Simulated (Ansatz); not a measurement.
For BeS (model structure, started from the h-BN type, P6₃/mmc, No. 194, 4 atoms in the cell), PBEsol in Ansatz (PAW) gives:

```
Property               Value
-------------------  -------
lattice parameter a  3.472 Å
lattice parameter c  6.210 Å
```

Task: What does PBE-D3(BJ) (plane waves, PAW; Ansatz, a first-principles code) give for the same quantities?

Result: 
- lattice constant a: 3.463 Å (drops by 0.3 %)
- lattice parameter c: 6.077 Å (falls by 2.1 %)

Changes are worked out from the printed values.

Unless a cell is named, each level is at its own relaxed cell (PBEsol 16.20, PBE-D3(BJ) 15.78 Å³/atom).

Ansatz's density-functional and Hartree–Fock values are scalar-relativistic unless marked +SOC, with PAW data made under PBE.

A model structure was made by putting elements into a prototype or built by hand; it is no filed structure, need not be a known phase, and can be a saddle point held by its symmetry.
